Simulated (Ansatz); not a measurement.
# A computed series for hypothetical zinc blende VS: response to strain

Take VS in the zinc blende structure (space group F-43m, No. 216; ferromagnetic; a hypothetical phase, not in the database extracts checked; relaxed with 0.1 eV smearing) as the base.

```
CELL_PARAMETERS angstrom
      0.00000     2.68052     2.68052
      2.68052     0.00000     2.68052
      2.68052     2.68052     0.00000
ATOMIC_POSITIONS crystal
  S  0.75000 0.75000 0.75000
  V  0.00000 0.00000 0.00000
```

Cartesian axes are those of the cell as printed.

Strains are applied to the cell and any free atomic positions relax; under biaxial strain the out-of-plane vector relaxes too.

Levels (all Ansatz, a quantum-chemistry and plane-wave program, PAW): PBE (420 eV, without spin-orbit coupling); PBEsol (420 eV, no SOC).

The base cell above is that of PBE; each level relaxes its own structures.

Notes on the quantities. energy relative to the base: free energy F.

| case | energy relative to the base, PBE | energy relative to the base, PBEsol |
|---|---|---|
| biaxial strain +0.71 %, plane normal [111], relaxed out of plane | +0.7 meV/atom | +0.6 meV/atom |
| biaxial strain +3.76 %, plane normal [111], relaxed out of plane | +19 meV/atom | +17 meV/atom |
| isotropic strain +1.39 % | +8.1 meV/atom | +8.6 meV/atom |
| strain tensor (xx, yy, zz, yz, xz, xy) = (+2.17, +0.79, −1.69, −1.49, −0.72, −0.06) % | +4.2 meV/atom | +3.3 meV/atom |
| tensor shear ε_yz = +3.12 % | +6.2 meV/atom | +4.5 meV/atom |
| strain tensor (xx, yy, zz, yz, xz, xy) = (+1.75, −0.59, −2.10, −0.63, +1.21, −0.88) % | +3.5 meV/atom | +2.5 meV/atom |

The two levels differ by at most about 2.1 meV/atom. They put the cases in the same order.

Other magnetic orders, which the real material may have, were not ruled out. Stability against distortions was not tested.
